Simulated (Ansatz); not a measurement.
Start from MgO in the rock salt structure (space group Fm-3m, No. 225; a = 4.214 Å). Axes: x, y, z lie along the cube axes.

Now apply this change: uniaxial stress, 1 GPa tension along x, with the cell and atoms free to relax against it.

Levels (all Ansatz, a first-principles code, PAW): PBEsol (420 eV, no spin-orbit coupling); r2SCAN (500 eV, no spin-orbit coupling); HSE06 (420 eV, without spin-orbit coupling).

At the geometry relaxed with PBEsol, these levels gave the following band gaps, in shuffled order: (a) 4.59 eV, (b) 5.58 eV, (c) 6.43 eV.

Q: Match each gap to its level.

A: (a) PBEsol; (b) r2SCAN; (c) HSE06.

Single points use the geometry relaxed with PBEsol. Load acts through the strain it causes; cell and atoms are relaxed under it. Beyond what the load breaks, stability against distortions was not tested.
